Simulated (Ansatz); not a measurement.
## Sn (model structure, P6/mmm, No. 191, 1 atom in the cell): properties by level of theory

```
level (code)     equilibrium lattice constant a (Å)  lattice parameter c (Å)  cohesive energy (eV/atom)
---------------  ----------------------------------  -----------------------  -------------------------
LDA (Ansatz)                                  3.180                    2.990                       3.97
PBE (Ansatz)                                  3.267                    3.073                       3.13
PBEsol (Ansatz)                               3.208                    3.017                        [?]
r²SCAN (Ansatz)                               3.235                    3.041                       3.13
```

Task: Some entries are withheld; supply them.

Result: 
- PBEsol (Ansatz, a program for electronic structure), cohesive energy (eV/atom): 3.57

Ansatz's density-functional and Hartree–Fock values are scalar-relativistic unless marked +SOC, with PAW data made under PBE.

Free atoms are spin-polarised, in the lowest state found; at levels without +SOC their spin–orbit coupling is left out.

Static lattice: no zero-point or thermal effects.

A model structure was made by putting elements into a prototype or built by hand; it is no filed structure, need not be a known phase, and can be a saddle point held by its symmetry.
